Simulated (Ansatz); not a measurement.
Given:

```yaml
crystal:
  lattice:
    - [0.00000, 2.96720, 2.96720]
    - [2.96720, 0.00000, 2.96720]
    - [2.96720, 2.96720, 0.00000]
  atoms:
    - { symbol: Se, position: [0.00000, 0.00000, 0.00000] }
    - { symbol: Ca, position: [0.50000, 0.50000, 0.50000] }
```

No spin polarisation.

Level of theory: r2SCAN (Ansatz, a program for electronic structure, PAW, spin-orbit coupling left out). Γ-centred 10×10×10 mesh, Fermi–Dirac width 0.05 eV.

**Question.** Predict the band gap, width of the top valence band and gap character.

**Answer.** 
```json
{
  "band_gap": "2.52 eV",
  "width_of_the_top_valence_band": "1.64 eV",
  "gap_character": "indirect, Γ → X"
}
```

Whether these cells are dynamically stable was not tested. The cell was made from MgSe by this change: Mg → Ca.
